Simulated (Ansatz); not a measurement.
**zincblende ZnSe (F-43m): a fit under biaxial stress in the (001) plane (tension)**

Cell and atoms relaxed with PBEsol to each stress σ (compression positive); gaps by r2SCAN with spin-orbit coupling, rigid bands (plane waves, PAW; Ansatz, a program for electronic structure). Unloaded cell: a = 3.983 Å, b = 3.983 Å, c = 3.983 Å, α = 60.00°, β = 60.00°, γ = 60.00°.

| σ (GPa) | strain along [100] (%) | gap (eV) |
|---|---|---|
| 0 | 0 | 1.822 |
| -0.80 | 1.05 | 1.753 |
| -1.60 | 2.16 | 1.675 |
| -3.20 | 4.70 | 1.503 |

### Question
Fit E_g = 1.822 eV + aσ + bσ² and ε = cσ + dσ² to the loaded rows by least squares.

### Answer
a = 0.0832 eV/GPa, b = -0.00516 eV/GPa²; c = -1.24 %/GPa, d = 0.0707 %/GPa².

### Question
One run was withheld, at σ = -2.40 GPa. Predict its gap and its strain along [100], then set them beside the run.

### Answer
E_g = 1.822 + (0.0832)(-2.40) + (-0.00516)(-2.40)² = 1.593 eV and ε = (-1.24)(-2.40) + (0.0707)(-2.40)² = 3.38 %. The run gave 1.591 eV and 3.38 %, misses of 0.002 eV and 0.00 percentage points.

Gaps are resolved to about 0.01 eV; third decimals are kept for the arithmetic. Every relaxation keeps the zincblende phase (space group I-4m2 under this load), so a transition, a distortion that breaks the symmetry or fracture can't show.
